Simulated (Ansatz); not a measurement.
The starting structures come from a database of crystals and need not be the phases stable at ambient conditions.

 Where the default PAW files enter, the runs use the earlier of Ansatz's two default sets.

The decay constant κ of evanescent states in the gap governs leakage through a thin film.

Input:

```xyz
16
Lattice="3.8405 0.0000 0.0000 -1.9203 6.7100 0.0000 0.0000 0.0000 11.5230" Properties=species:S:1:pos:R:3 pbc="T T T"
Ca     1.9203     2.0938     6.4660
Ca     0.0000     4.6162     5.0570
Ca     0.0000     4.6162     0.7045
Ca     1.9203     2.0938    10.8185
Ca     0.0000     1.6240     2.8808
Ca     1.9203     5.0861     8.6423
C      0.0000     3.5868     7.3213
C      1.9203     3.1232     4.2018
C      1.9203     3.1232     1.5598
C      0.0000     3.5868     9.9633
C      1.9203     3.2568     2.8808
C      0.0000     3.4532     8.6423
Cl     1.9203     0.3933     8.6423
Cl     0.0000     6.3167     2.8808
Cl     0.0000     0.0000     0.0000
Cl     0.0000     0.0000     5.7615
```

Space group of this cell: Cmcm. The cell is taken as given.

Transport runs along the normal of the first two printed cell vectors.

No gap correction and no spin-orbit coupling; mid-gap values are interpolated between computed energies.

### Question
Estimate the band gap and the smallest decay constant κ at mid-gap that r2SCAN run with Ansatz (a first-principles code) returns for this system.

### Answer
Gap 1.53 eV on a 8×8×4 mesh; κ = 0.221 1/Å, at (0.000, 0.500) of the in-plane reciprocal vectors. At the zone centre, at the nearest computed energy, the slowest state has κ = 0.43 1/Å.
